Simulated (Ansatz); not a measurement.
## Response to strain in AlN

Take AlN in the wurtzite structure (space group P6_3mc, No. 186; a = 3.114 Å, c = 4.983 Å) as the base. Axes: x lies along a and z along c of the hexagonal cell.

Strains are applied to the cell and any free atomic positions relax.

The values are results of Kohn–Sham DFT with the PBEsol functional, run in Ansatz (an electronic-structure program) with PAW and 420 eV plane waves, scalar-relativistic without spin-orbit coupling, not measurements.

| uniaxial strain ε_xx (%) | band gap (eV) |
|---|---|
| -3 | 4.41 |
| -2.4 | ? |
| -1.8 | 4.30 |
| -1.2 | 4.23 |
| -0.6 | 4.16 |
| 0 | 4.09 |

Q: Fit E_g = E₀ + Dε (ε in %) to the rows shown and predict the withheld row.

A: Least squares on the printed values gives E₀ = 4.10 eV, D = -107 meV per % of strain (largest residual 0.01 eV); this predicts 4.35 eV, and the run gives 4.36 eV, in agreement.

Whether these cells are dynamically stable was not tested.
